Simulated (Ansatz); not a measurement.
**Amorphous Si₂₇N₄₀B₄**

It comes from a melt-quench run on a machine-learned potential (CHGNet), relaxed afterwards by DFT. N atoms were pushed apart under 1.9 Å during the dynamics, to hinder bonds among them. The hot cell started wider than the set density and was brought back towards it in steps. It is the lowest in DFT energy of 2 quenches. It is a model cell: composition and starting density were chosen by hand, and all elements were melted together. No dispersion term was used.

Methods: PBE, scalar-relativistic without spin-orbit coupling (Ansatz, a quantum-chemistry and plane-wave program); r2SCAN, scalar-relativistic without spin-orbit coupling (Ansatz); HSE06, scalar-relativistic without spin-orbit coupling (Ansatz). Geometry, pressure, stress and energy are those of the PBE run. Its sampling: a 2×2×2 Γ-centred mesh; Fermi-Dirac width 0.02 eV; no spin polarisation. Other functionals are single points at the zone centre (r2SCAN at 500 eV; exact exchange cut at the cell's faces), free to take moments where seeds were set. At PBE the levels at the filled edge of the gap are localised (band-tail or defect states), and the nearest spread-out levels lie 2.6 eV apart at the zone centre.

Number of atoms in the cell: 71
Density (held, not predicted): 2.89 g/cm^3
Volume per atom: 74.4 bohr^3
Pressure on a 2×2×2 Γ-centred mesh: 2.97 GPa
Largest force and stress component on that mesh (the relaxation ran on the zone centre alone): 0.13 eV/Å and 4.3 GPa
Energy relative to beta Si3N4 + bulk hexagonal BN (AA') (lowest mix at this level among the phases computed, not always the ambient ones): 0.435 eV/atom
Level gap on a 2×2×2 Γ-centred mesh (PBE): 2.28 eV
Level gap at the zone centre (PBE): 2.27 eV
Level gap at the zone centre (r2SCAN): 2.67 eV
Level gap at the zone centre (HSE06): 3.59 eV

Neighbours within Si-Si 2.60 Å, Si-N 2.18 Å, Si-B 2.28 Å, N-N 1.70 Å, N-B 1.86 Å, B-B 1.97 Å count as bonded. Two cations that share two anions don't count as bonded, nor two that share one unless they lie closer than Si-Si 2.38 Å, Si-B 2.09 Å, B-B 1.80 Å.

| Property | Value |
|---|---|
| Mean coordination of Si by anions | 4.00 (1 with 3, 25 with 4, 1 with 5) |
| Mean coordination of N | 2.98 (1 with 2, 39 with 3) |
| Mean coordination of B by anions | 2.75 (1 with 2, 3 with 3) |
| Mean Si-N bond | 1.760 Å (spread 0.058 Å, 108 counted) |
| Mean N-B bond | 1.446 Å (spread 0.061 Å, 11 counted) |

Its density started from a set value of 2.89 g/cm³. The quench (nominally 450 K/ps over its main leg) was far faster than any real one, so the model tends to hold more defects than a real film. One small periodic cell is one sample of the glass; other quenches scatter about these values. The volume was held where the preparation left it, at a PBE pressure of 3.0 GPa. Stress components on the final sampling reach 4.3 GPa. On a 2×2×2 Γ-centred mesh force components of up to 0.13 eV/Å stay, since the relaxation ran on the zone centre alone.
